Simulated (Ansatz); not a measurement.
Base system: IrO2 in the rutile structure (space group P4_2/mnm, No. 136; a = 4.472 Å, c = 3.154 Å). Axes: x, y, z lie along a, b, c of the conventional cell.

Structures relaxed with PBEsol (Ansatz, an electronic-structure program, PAW, no spin-orbit coupling).

Base:

Simulated powder pattern, Cu Kα, λ = 1.54184 Å (kinematic, ideal powder, no thermal factors, no anomalous dispersion; the 14 strongest lines at most, above 2 %, up to 2θ = 90°):

```tsv
2θ (°)	I/Imax (%)	hkl
28.22	100	(110)
34.81	98	(101)
40.34	29	(200)
54.32	69	(211)
58.37	15	(220)
58.54	8.3	(002)
66.07	17	(310)
66.23	19	(112)
69.79	19	(301)
73.49	11	(202)
83.81	17	(321)
87.19	4.6	(400)
87.34	10	(222)
```

After one change:

Simulated powder pattern, Cu Kα, λ = 1.54184 Å (kinematic, ideal powder, no thermal factors, no anomalous dispersion; the 14 strongest lines at most, above 2 %, up to 2θ = 90°):

| 2θ (°) | I/Imax (%) |
|---|---|
| 28.22 | 97 |
| 34.00 | 100 |
| 40.34 | 28 |
| 53.75 | 69 |
| 56.37 | 9.1 |
| 58.37 | 14 |
| 64.22 | 20 |
| 66.07 | 16 |
| 69.30 | 19 |
| 71.58 | 12 |
| 83.35 | 16 |
| 85.51 | 10 |
| 87.19 | 4.4 |

Task: Name the change that was made.
(A) biaxial strain −2.72 %, plane normal [001], relaxed out of plane
(B) biaxial strain −1.43 %, plane normal [001], relaxed out of plane
(C) uniaxial strain ε_zz = +3.51 %
(D) biaxial strain −0.27 %, plane normal [001], relaxed out of plane

Result: C, uniaxial strain ε_zz = +3.51 %. Its volume per atom is 10.88 Å³ against 10.51 Å³, and its space group is P4_2/mnm (No. 136).

No phonon test of stability was made. No Hubbard U is applied, and correlation can decide whether such a compound is a metal. The final runs are not spin-polarised.
